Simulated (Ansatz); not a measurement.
Consider the following.

```xyz
3
Lattice="0.0000 3.5460 3.5460 3.5460 0.0000 3.5460 3.5460 3.5460 0.0000" Properties=species:S:1:pos:R:3 pbc="T T T"
Ca     5.3190     5.3190     5.3190
Ca     1.7730     1.7730     1.7730
Si     0.0000     0.0000     0.0000
```

These are PBEsol, rigid bands (plane waves, PAW, scalar-relativistic; Ansatz, a quantum-chemistry and plane-wave program) values and carry that method's errors. Cell: cell and atoms relaxed with PBEsol.

**Question.** What conductivity effective mass do dilute holes have at 300 K?

**Answer.** 1.37 mₑ.

**Question.** What conductivity effective mass do dilute electrons have at 300 K?

**Answer.** 0.45 mₑ.

**Question.** And the band gap?

**Answer.** 0.47 eV at this level; semilocal functionals usually fall short of the measured gap.

Rigid bands, one relaxation time for all states, no polarons. Spin-orbit coupling is left out; where it splits the top of the valence band it changes the hole mass and lowers the gap by about a third of the splitting.

Computed structure with no diffraction record at hand here (it may be known, metastable or hypothetical): Ca2Si (Fm-3m).
